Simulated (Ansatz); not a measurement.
Consider BaTe in the rock salt structure (space group Fm-3m, No. 225).

```
CELL_PARAMETERS angstrom
      0.00000     3.47069     3.47069
      3.47069     0.00000     3.47069
      3.47069     3.47069     0.00000
ATOMIC_POSITIONS crystal
  Ba 0.00000 0.00000 0.00000
  Te 0.50000 0.50000 0.50000
```

Cartesian axes are those of the cell as printed.

The values are results of Kohn–Sham DFT with the PBEsol functional, run in Ansatz (a program for electronic structure) with PAW and 420 eV plane waves, no SOC, not measurements.

Before the change:

The smallest direct gap is 1.82 eV and the valley order is X along ⟨100⟩ 1.46 eV; a point along ⟨111⟩, about 0.2 Å⁻¹ from Γ 2.93 eV.

Now apply this change: compressive biaxial strain of 0.83 % in the plane normal to [111], as in epitaxy on a mismatched substrate; the out-of-plane cell vector and the atoms relax.

### Question
What does the calculation give for the smallest direct gap, in-plane stress and valley order after the change?

### Answer
The smallest direct gap falls by 0.04 eV to 1.78 eV; the mean in-plane stress (compression positive) comes out as +0.4 GPa; the valley order (the lowest conduction-band minima on the path, energy above the VBM, named in the base's zone) becomes X along [010] 1.42 eV; Γ 2.81 eV (base: X along ⟨100⟩ 1.46 eV; a point along ⟨111⟩, about 0.2 Å⁻¹ from Γ 2.93 eV).

Spin-orbit coupling, missing from the scalar runs, can matter with Te. Stability against distortions was not tested.
